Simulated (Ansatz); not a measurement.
The cell is made up: elements placed on another compound's structure type, so the phase may be hypothetical.

The decay constant κ of evanescent states in the gap governs leakage through a thin film.

Given:

```xyz
24
Lattice="4.6787 0.0000 0.0000 0.0000 11.8190 0.0000 0.0000 0.0000 4.9487" Properties=species:S:1:pos:R:3 pbc="T T T"
Hf     2.3393     7.8981     3.7115
Hf     2.3393     3.9209     1.2372
Hf     0.0000     9.8305     1.2372
Hf     0.0000     1.9886     3.7115
Ti     2.3393    10.9762     3.7115
Ti     2.3393     0.8428     1.2372
Ti     0.0000     6.7524     1.2372
Ti     0.0000     5.0667     3.7115
O      1.2527    11.1900     2.1121
O      3.4259     0.6291     2.8366
O      1.0866     6.5386     4.5864
O      3.5920     5.2805     0.3623
O      3.5920     6.5386     2.8366
O      1.0866     5.2805     2.1121
O      3.4259    11.1900     0.3623
O      1.2527     0.6291     4.5864
O      1.0380     3.6883     4.5310
O      3.6406     8.1307     0.4176
O      1.3013     2.2212     2.0567
O      3.3774     9.5979     2.8920
O      3.3774     2.2212     0.4176
O      1.3013     9.5979     4.5310
O      3.6406     3.6883     2.8920
O      1.0380     8.1307     2.0567
```

Space group of this cell: Pbcn. The cell was relaxed by PBE-D3(BJ); by r2SCAN its mean pressure is -1.8 GPa.

Transport runs along the normal of the first two printed cell vectors.

No gap correction and no spin-orbit coupling; mid-gap values are interpolated between computed energies.

### Question
Predict the band gap and the smallest decay constant κ at mid-gap from r2SCAN (Ansatz, a program for electronic structure).

### Answer
Gap 3.50 eV on a 6×4×6 mesh; κ = 0.374 1/Å, at the zone centre.
